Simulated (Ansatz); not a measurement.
The starting structures come from a database of crystals and need not be the phases stable at ambient conditions.

 Where the default PAW files enter, the runs use the earlier of Ansatz's two default sets.

Tunnelling through a barrier is set by its complex band structure: the current falls as exp(−2κd) with the smallest κ.

Consider the following.

```
CELL_PARAMETERS angstrom
      4.43333     0.00000     0.00000
      0.00000     6.92394     0.00000
      2.21666     0.00000     3.83938
ATOMIC_POSITIONS crystal
  Ca 0.00000 0.00000 0.00000
  I  0.33333 0.74269 0.33333
  I  0.66667 0.25731 0.66667
```

Space group of this cell: P-3m1, CdI2 type. The cell was relaxed by PBE-D3(BJ); by r2SCAN its mean pressure is 1.0 GPa.

Transport runs along the normal of the first two printed cell vectors, the (100) plane of the conventional cell.

The gap is the functional's own. No spin-orbit coupling. Mid-gap values are interpolated on the energy grid.

**Question.** Compute, with r2SCAN (Ansatz, a quantum-chemistry and plane-wave program), the band gap and the smallest decay constant κ at mid-gap.

**Answer.** Gap 3.88 eV on a 8×6×8 mesh; κ = 0.288 1/Å, at the zone centre.
